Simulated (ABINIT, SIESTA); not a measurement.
A SIESTA input for a self-consistent single point of Nb2AsC (P6_3/mmc, 8 atoms in the cell) (DFT, GGA PBEsol, numerical atomic orbitals DZP, PseudoDojo PBEsol standard norm-conserving potentials (rewritten from UPF to PSML)):

```
# files in the folder: Nb.psml As.psml C.psml (PseudoDojo PBEsol standard)
SystemName  Nb2AsC
SystemLabel siesta

NumberOfAtoms                8
NumberOfSpecies              3
%block ChemicalSpeciesLabel
  1 41 Nb
  2 33 As
  3 6 C
%endblock ChemicalSpeciesLabel
LatticeConstant              1.0 Ang
%block LatticeVectors
     3.325346000    0.000000000    0.000000000
    -1.662673000    2.879834000    0.000000000
     0.000000000    0.000000000   11.818606000
%endblock LatticeVectors
AtomicCoordinatesFormat      Fractional
%block AtomicCoordinatesAndAtomicSpecies
     0.333333000    0.666667000    0.405330000  1
     0.666667000    0.333333000    0.594670000  1
     0.666667000    0.333333000    0.905330000  1
     0.333333000    0.666667000    0.094670000  1
     0.666667000    0.333333000    0.250000000  2
     0.333333000    0.666667000    0.750000000  2
     0.000000000    0.000000000    0.500000000  3
     0.000000000    0.000000000    0.000000000  3
%endblock AtomicCoordinatesAndAtomicSpecies

XC.functional                GGA
XC.authors                   PBEsol
PAO.BasisSize                DZP
PAO.EnergyShift              0.01 Ry
MeshCutoff                   400 Ry
%block kgrid.MonkhorstPack
    8   0   0  0.0
    0   8   0  0.0
    0   0   2  0.0
%endblock kgrid.MonkhorstPack
OccupationFunction           FD
ElectronicTemperature        0.1 eV

MaxSCFIterations             150
SCF.Mixer.Method             Broyden
SCF.Mixer.Weight             0.25
SCF.Mixer.History            8
SCF.DM.Tolerance             1.0E-04
Diag.ParallelOverK           true
WriteForces                  true
```

Give the ABINIT input for the same structure, mesh, smearing and functional.

This is the input that was run; spellings and numerical settings could be chosen otherwise.

```
# Nb2AsC, JTH v2.0 PBE PAW
pp_dirpath "./"
pseudos "Nb.GGA_PBE-JTH.xml, As.GGA_PBE-JTH.xml, C.GGA_PBE-JTH.xml"
acell 6.2839930870 6.2839930870 22.3339285149
rprim
         1.0000000000    0.0000000045    0.0000000000
        -0.5000000039    0.8660254015    0.0000000000
         0.0000000000    0.0000000000    1.0000000000
natom 8
ntypat 3
znucl 41 33 6
typat 1 1 1 1 2 2 3 3
xred
         0.3333333333    0.6666666667    0.4053300000
         0.6666666667    0.3333333333    0.5946700000
         0.6666666667    0.3333333333    0.9053300000
         0.3333333333    0.6666666667    0.0946700000
         0.6666666667    0.3333333333    0.2500000000
         0.3333333333    0.6666666667    0.7500000000
         0.0000000000    0.0000000000    0.5000000000
         0.0000000000    0.0000000000    0.0000000000
ecut 571 eV
pawecutdg 1143 eV
pawxcdev 0
ixc -116133
occopt 3
tsmear 0.00367493
nband 57
kptopt 1
ngkpt 8 8 2
nshiftk 1
shiftk 0 0 0
nstep 60
toldfe 1.0e-09
prtwf 0
prtden 0
enunit 1
```

Basis, cutoffs, solver keys and any potentials are the target program's own. This input uses DFT, PBEsol, plane waves, PAW (JTH v2.0 PBE PAW, files made for PBE).

The starting cell comes from a database of computed structures (which also holds hypothetical and non-ambient phases and stackings), without a prior relaxation at this level. Its lattice was rescaled by a random factor within 2.5 % of one.
